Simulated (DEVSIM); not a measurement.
## Schottky contact on n-type InP

System: Schottky contact on n-type InP, at 300 K.

```csv
layer (left to right),material,thickness (μm),Nd (cm⁻³),τn (s),τp (s)
1,InP,2.40,3.5e16,7.5e-8,7.5e-8
```

Left contact: Schottky, work function 5.28 eV, emission velocity 3.9e6 cm/s. Right contact: ohmic. Voltage is applied to the left contact. Recombination: SRH at mid-gap, Auger. Mobility is μmin + (μ − μmin)/(1 + (N/Nref)^α).

Constants are typed, rounded textbook-type inputs, not results; the design itself was drawn at random and stands for no fabricated device. Values at 300 K.

| parameter | InP |
|---|---|
| gap (eV) | 1.344 |
| affinity (eV) | 4.38 |
| permittivity | 12.5 |
| Nc (cm⁻³) | 5.7e17 |
| Nv (cm⁻³) | 1.1e19 |
| μn (cm²/Vs) | 5200 |
| μp (cm²/Vs) | 170 |
| μn,min | 400 |
| μp,min | 10 |
| Nref,n | 3e17 |
| Nref,p | 4.9e17 |
| αn | 0.47 |
| αp | 0.62 |
| Cn (cm⁶/s) | 9e-31 |
| Cp (cm⁶/s) | 9e-31 |

Simulated with DEVSIM: 1D drift-diffusion, Boltzmann statistics, complete ionisation; no tunnelling, impact ionisation, image-force lowering or self-heating. Metal contacts follow the ideal Schottky-Mott rule: no Fermi-level pinning, no interface dipoles.

Potential step across the device at zero bias: 0.828 V
Largest field in the device at zero bias: 90000 V/cm
Dark forward voltage at 1 A/cm²: 0.570 V
Dark forward voltage at 100 A/cm²: 0.691 V

Dark forward current:

```json
[
 {"V (V)": "0.05", "J (A/cm²)": "1.6e-9"},
 {"V (V)": "0.10", "J (A/cm²)": "1.3e-8"},
 {"V (V)": "0.15", "J (A/cm²)": "8.8e-8"},
 {"V (V)": "0.20", "J (A/cm²)": "6.1e-7"},
 {"V (V)": "0.25", "J (A/cm²)": "4.2e-6"},
 {"V (V)": "0.30", "J (A/cm²)": "2.9e-5"},
 {"V (V)": "0.35", "J (A/cm²)": "0.00020"},
 {"V (V)": "0.40", "J (A/cm²)": "0.0014"},
 {"V (V)": "0.45", "J (A/cm²)": "0.0096"},
 {"V (V)": "0.50", "J (A/cm²)": "0.067"},
 {"V (V)": "0.55", "J (A/cm²)": "0.46"},
 {"V (V)": "0.60", "J (A/cm²)": "3.2"},
 {"V (V)": "0.65", "J (A/cm²)": "22"},
 {"V (V)": "0.70", "J (A/cm²)": "140"},
 {"V (V)": "0.75", "J (A/cm²)": "750"},
 {"V (V)": "0.80", "J (A/cm²)": "2500"}
]
```

Dark reverse current:

```csv
V (V),J (A/cm²)
-0.10,-2.9e-10
-0.25,-3.2e-10
-0.50,-3.5e-10
-0.75,-3.8e-10
-1.00,-4.1e-10
-1.50,-4.6e-10
-2.00,-5.1e-10
-2.50,-5.5e-10
-3.25,-6.1e-10
-4.00,-6.6e-10
-5.00,-7.2e-10
```
